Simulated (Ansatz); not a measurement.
The parent structure is an 8-atom supercell of AlCo in the CsCl type structure (space group Pm-3m, No. 221; a = 2.823 Å; non-magnetic) at its relaxed geometry.

Calculations: PBEsol/PAW in Ansatz (a first-principles code), no spin-orbit coupling, earlier PAW set.

Base values:

```
Quantity   Result
--------  -------
Pressure  0.0 GPa
```

One thing is altered: a neutral Al interstitial (started 1.41 Å from the nearest host atom), atoms relaxed at fixed cell, starting from a slightly rattled geometry.

**Question.** Predict the new final site of the added atom, largest displacement of a host atom from its site in the perfect cell and pressure.

**Answer.** The final site of the added atom is 4 Co at 1.96–2.26 Å and 6 Al at 2.21–2.94 Å; the largest displacement of a host atom from its site in the perfect cell amounts to 1.75 Å; the pressure goes from zero to 68.3 GPa.

Other magnetic orders, which the real material may have, were not ruled out. In so small a cell the defect repeats every few ångströms: this is an ordered compound, not a dilute defect. Seeded moments were not kept for Al interstitial (started 1.41 Å from the nearest host atom) and the base. Spin-polarised in the final run: Al interstitial (started 1.41 Å from the nearest host atom); the other runs are not. The defect cell is spin-polarised and ends with 0.0 μB.
